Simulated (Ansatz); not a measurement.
## WSi2 (P6₂22, No. 180, 9 atoms in the cell; start mp-8939; a measured phase of this formula has another space group)

Method: r²SCAN+rVV10 (Ansatz, an electronic-structure program, PAW).

Numerical settings: plane-wave cutoff 500 eV, 12×12×6 k mesh (along the axes of the cell as run), Fermi–Dirac smearing 0.05 eV, no spin polarisation, scalar-relativistic PAW data made under PBE.

Cell (relaxed at this level):

WSi$_{2}$ is modelled in the hexagonal space group P6₂22 (No. 180), Pearson symbol hP9. Lattice parameters: a = 4.572 Å, b = 4.572 Å, c = 6.600 Å, α = 90.00°, β = 90.00°, γ = 120.00°. Si on 6j is coordinated by 5 Si at 2.553–2.664 Å and 5 W at 2.572–2.664 Å. W on 3d is coordinated by 10 Si at 2.572–2.664 Å and 4 W at 3.173 Å. (Neighbours: up to the widest gap in distance over summed covalent radii, below 1.35, at either atom; cation-cation and far metal-metal contacts left out.)

| Item | Value |
|---|---|
| band gap | 0.12 eV (under three smearing widths, so not firm) |

Note: the relaxation could not lower the start's symmetry, so the cell can be a saddle point above a distorted one.

Spin–orbit coupling is not included.

A start named mp-… is a Materials Project structure, which need not be a measured phase.
